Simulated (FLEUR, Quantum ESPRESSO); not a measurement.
A Quantum ESPRESSO input for a self-consistent single point of Cr3Fe (Fm-3m, 4 atoms in the cell) (DFT, LDA (PZ), plane waves, GBRV 1.5 ultrasoft (LDA) pseudopotentials):

```fortran
&control
   calculation = 'scf'
   outdir = './tmp/'
   pseudo_dir = './'
   tprnfor = .true.
   tstress = .true.
/
&system
   ibrav = 0
   nat = 4
   ntyp = 3
   ecutwfc = 50
   ecutrho = 400
   occupations = 'smearing'
   smearing = 'gauss'
   degauss = 0.0099958
   nspin = 2
   starting_magnetization(1) = 0.214
   starting_magnetization(3) = 0.250
/
&electrons
   conv_thr = 1.0e-11
   mixing_beta = 0.3
/
ATOMIC_SPECIES
Cr1   51.9961  cr_lda_v1.5.uspp.F.UPF
Cr2   51.9961  cr_lda_v1.5.uspp.F.UPF
Fe    55.8450  fe_lda_v1.5.uspp.F.UPF
CELL_PARAMETERS angstrom
   0.000000000     2.852755000     2.852755000
   2.852755000     0.000000000     2.852755000
   2.852755000     2.852755000     0.000000000
ATOMIC_POSITIONS crystal
Cr1   0.750000000    0.750000000    0.750000000
Cr1   0.250000000    0.250000000    0.250000000
Cr2   0.500000000    0.500000000    0.500000000
Fe    0.000000000    0.000000000    0.000000000
K_POINTS automatic
8 8 8  0 0 0
```

Question: Translate this input to FLEUR.

Answer: This is the input that was run; spellings and numerical settings could be chosen otherwise.

Input of the input generator:

```
scf Cr3Fe
&input film=f /
-0.0000000000 5.3909256507 5.3909256507
5.3909256507 -0.0000000000 5.3909256507
5.3909256507 5.3909256507 0.0000000000
1.0
1.0 1.0 1.0

4
24 0.7500000000 0.7500000000 0.7500000000 : 3.00
24 0.2500000000 0.2500000000 0.2500000000 : 3.00
24 0.5000000000 0.5000000000 0.5000000000 : 0.00
26 0.0000000000 0.0000000000 0.0000000000 : 4.00

&comp jspins=2 /
&exco xctyp='vwn' /
&kpt div1=8 div2=8 div3=8 gamma=t /
&end /
```

```xml
<?xml version="1.0" encoding="UTF-8" standalone="no"?>
<fleurInput fleurInputVersion="0.39">
   <comment>
      scf Cr3Fe                                                                                           
   </comment>
   <calculationSetup>
      <cutoffs Kmax="3.6" Gmax="10.8" GmaxXC="10.8" numbands="0"/>
      <scfLoop itmax="60" minDistance="0.00001" maxIterBroyd="99" imix="Anderson" alpha="0.05" precondParam="0.0" spinf="2.0"/>
      <coreElectrons ctail="T" frcor="F" kcrel="0" coretail_lmax="0"/>
      <xcFunctional name="vwn" relativisticCorrections="F"/>
      <magnetism jspins="2"/>
      <soc l_soc="F" theta="0.0" phi="0.0" spav="F"/>
      <expertModes spex="0" secvar="F"/>
      <geometryOptimization l_f="T" forcealpha="1.0" forcemix="BFGS" epsdisp="0.00001" epsforce="0.00001"/>
      <ldaU l_linMix="F" mixParam="0.05" spinf="1.0"/>
   </calculationSetup>
   <cell>
      <bzIntegration valenceElectrons="58.0" mode="gauss" fermiSmearingEnergy="0.00499791">
         <kPointListSelection listName="default-1"/>
         <!-- k-points included here -->
         <xi:include xmlns:xi="http://www.w3.org/2001/XInclude" href="kpts.xml"> </xi:include>
      </bzIntegration>
      <!-- symmetry operations included here -->
      <xi:include xmlns:xi="http://www.w3.org/2001/XInclude" href="sym.xml"> </xi:include>
      <bulkLattice scale="1.0">
         <bravaisMatrix>
            <row-1>    0.0000000000000000     5.3909256506999998     5.3909256506999998</row-1>
            <row-2>    5.3909256506999998     0.0000000000000000     5.3909256506999998</row-2>
            <row-3>    5.3909256506999998     5.3909256506999998     0.0000000000000000</row-3>
         </bravaisMatrix>
      </bulkLattice>
   </cell>
   <atomSpecies>
      <species name="Chromium (3.000" element="Cr" atomicNumber="24">
         <mtSphere radius="2.18" gridPoints="753" logIncrement="0.016"/>
         <atomicCutoffs lmax="8" lnonsphr="6"/>
         <electronConfig flipSpins="F">
            <coreConfig>(1s1/2) (2s1/2) (2p1/2) (2p3/2)</coreConfig>
            <valenceConfig>(3s1/2) (3p1/2) (3p3/2) (4s1/2) (3d3/2) (3d5/2)</valenceConfig>
            <stateOccupation state="(4s1/2)" spinUp="0.5" spinDown="0.5"/>
            <stateOccupation state="(3d3/2)" spinUp="1.0" spinDown="1.0"/>
            <stateOccupation state="(3d5/2)" spinUp="3.0" spinDown="0.0"/>
         </electronConfig>
         <energyParameters s="4" p="4" d="3" f="4"/>
         <lo type="SCLO" l="0" n="3" eDeriv="0"/>
         <lo type="SCLO" l="1" n="3" eDeriv="0"/>
      </species>
      <species name="Chromium (Cr)" element="Cr" atomicNumber="24">
         <mtSphere radius="2.18" gridPoints="753" logIncrement="0.016"/>
         <atomicCutoffs lmax="8" lnonsphr="6"/>
         <electronConfig flipSpins="F">
            <coreConfig>(1s1/2) (2s1/2) (2p1/2) (2p3/2)</coreConfig>
            <valenceConfig>(3s1/2) (3p1/2) (3p3/2) (4s1/2) (3d3/2) (3d5/2)</valenceConfig>
            <stateOccupation state="(4s1/2)" spinUp="0.5" spinDown="0.5"/>
            <stateOccupation state="(3d3/2)" spinUp="1" spinDown="1"/>
            <stateOccupation state="(3d5/2)" spinUp="1.5" spinDown="1.5"/>
         </electronConfig>
         <energyParameters s="4" p="4" d="3" f="4"/>
         <lo type="SCLO" l="0" n="3" eDeriv="0"/>
         <lo type="SCLO" l="1" n="3" eDeriv="0"/>
      </species>
      <species name="Iron (Fe) 4.000" element="Fe" atomicNumber="26">
         <mtSphere radius="2.18" gridPoints="753" logIncrement="0.016"/>
         <atomicCutoffs lmax="8" lnonsphr="6"/>
         <electronConfig flipSpins="F">
            <coreConfig>(1s1/2) (2s1/2) (2p1/2) (2p3/2)</coreConfig>
            <valenceConfig>(3s1/2) (3p1/2) (3p3/2) (4s1/2) (3d3/2) (3d5/2)</valenceConfig>
            <stateOccupation state="(3d3/2)" spinUp="2.0" spinDown="0.4"/>
            <stateOccupation state="(3d5/2)" spinUp="3.0" spinDown="0.6"/>
         </electronConfig>
         <energyParameters s="4" p="4" d="3" f="4"/>
         <lo type="SCLO" l="0" n="3" eDeriv="0"/>
         <lo type="SCLO" l="1" n="3" eDeriv="0"/>
      </species>
   </atomSpecies>
   <atomGroups>
      <atomGroup species="Chromium (3.000">
         <relPos label="                   1">-1.000/4.000 -1.000/4.000 -1.000/4.000</relPos>
         <relPos label="                   2">1.000/4.000 1.000/4.000 1.000/4.000</relPos>
         <force calculate="T" relaxXYZ="TTT"/>
      </atomGroup>
      <atomGroup species="Chromium (Cr)">
         <relPos label="                   3">1.000/2.000 1.000/2.000 1.000/2.000</relPos>
         <force calculate="T" relaxXYZ="TTT"/>
      </atomGroup>
      <atomGroup species="Iron (Fe) 4.000">
         <relPos label="                   4">.0000000000 .0000000000 .0000000000</relPos>
         <force calculate="T" relaxXYZ="TTT"/>
      </atomGroup>
   </atomGroups>
   <output dos="F" band="F" slice="F">
      <checks vchk="F" cdinf="F"/>
      <bandDOS minEnergy="-.5*Htr" maxEnergy="0.5*Htr" sigma="0.015" storeEVData="T"/>
      <vacuumDOS vacdos="F" integ="F" star="F" nstars="0" locx1="0.0" locy1="0.0" locx2="0.0" locy2="0.0" nstm="0" tworkf="0.0"/>
      <unfoldingBand unfoldBand="F" supercellX="1" supercellY="1" supercellZ="1"/>
      <plotting iplot="0" polar="F">
         <plot TwoD="T" vec1="  1.0  0.0  0.0" vec2="  0.0  1.0  0.0" vec3="  0.0  0.0  1.0" zero="  0.0  0.0  0.0" file="plot"/>
      </plotting>
      <chargeDensitySlicing numkpt="0" minEigenval="0.0" maxEigenval="0.0" nnne="0" pallst="F"/>
      <specialOutput eonly="F"/>
      <magneticCircularDichroism mcd="F" energyLo="-10.0" energyUp="0.0"/>
   </output>
  <!-- We include the file relax.xml here to enable relaxations (see documentation) -->
  <xi:include xmlns:xi="http://www.w3.org/2001/XInclude" href="relax.xml"> <xi:fallback/> </xi:include>
</fleurInput>
```

Basis, cutoffs, solver keys and any potentials are the target program's own. This input uses DFT, LDA (Vosko-Wilk-Nusair), all-electron FLAPW (FLEUR), scalar-relativistic valence. LDA parametrisations can differ slightly between programs. Both were run: size of the net moment 0.49 μB/atom in Quantum ESPRESSO and 0.48 in FLEUR.

On FLEUR: the starting cell comes from a database of computed structures (which also holds hypothetical and non-ambient phases and stackings), without a prior relaxation at this level. The magnetic order is the one reached from the typed start; others were not searched systematically. Values depend on the basis (sphere radii, cutoffs, local orbitals), which need not be converged.

On Quantum ESPRESSO: the starting cell comes from a database of computed structures (which also holds hypothetical and non-ambient phases and stackings), without a prior relaxation at this level. With one magnetic atom in the cell only a parallel order is possible. With a pressure of about -20 GPa the cell is away from its equilibrium volume at this level.
